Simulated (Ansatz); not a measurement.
**La2O3 with two functionals, pressure 22.5 GPa**

Base system: La₂O₃ (space group P-3m1, No. 164; a = 3.940 Å, c = 6.188 Å).

(Cell as relaxed with PBE.)

Levels (all Ansatz, a quantum-chemistry and plane-wave program, PAW): PBE (420 eV, no spin-orbit coupling); r2SCAN (500 eV, spin-orbit coupling left out).

Each level relaxes its own structure.

```json
[
 {"base": "volume per atom", "PBE": "16.64 Å³", "r2SCAN": "16.43 Å³"},
 {"base": "lattice parameter a", "PBE": "3.940 Å", "r2SCAN": "3.935 Å"},
 {"base": "band gap", "PBE": "3.83 eV", "r2SCAN": "4.23 eV"}
]
```

The change: cell and atoms relaxed at a pressure of 22.5 GPa.

```tsv
quantity	PBE	r2SCAN
electron mass	1.2 mₑ (at K)	[?]
shift of the gap caused by the change	-0.05 eV	[?]
band gap	3.78 eV	[?]
lattice parameter a	3.848 Å	[?]
smallest direct gap	3.93 eV	[?]
```

Question: Predict the r2SCAN column.

Answer: 
- electron mass, r2SCAN: 1.1 mₑ along c, 1.0 mₑ across (at K)
- shift of the gap caused by the change, r2SCAN: -0.11 eV
- band gap, r2SCAN: 4.11 eV
- lattice parameter a, r2SCAN: 3.854 Å
- smallest direct gap, r2SCAN: 4.29 eV

PBE's shift of the gap caused by the change lies 0.06 eV above r2SCAN's; PBE's band gap lies 0.33 eV below r2SCAN's; PBE's lattice parameter a lies 0.006 Å below r2SCAN's (0.2 %); PBE's smallest direct gap lies 0.369 eV below r2SCAN's. Neither level is exact; r2SCAN is the comparison here, not a measurement.

Load acts through the strain it causes; cell and atoms are relaxed under it. Effective masses come from finite differences of ±0.01 Å⁻¹. Stability against distortions was not tested. Competing high-pressure phases were not computed.
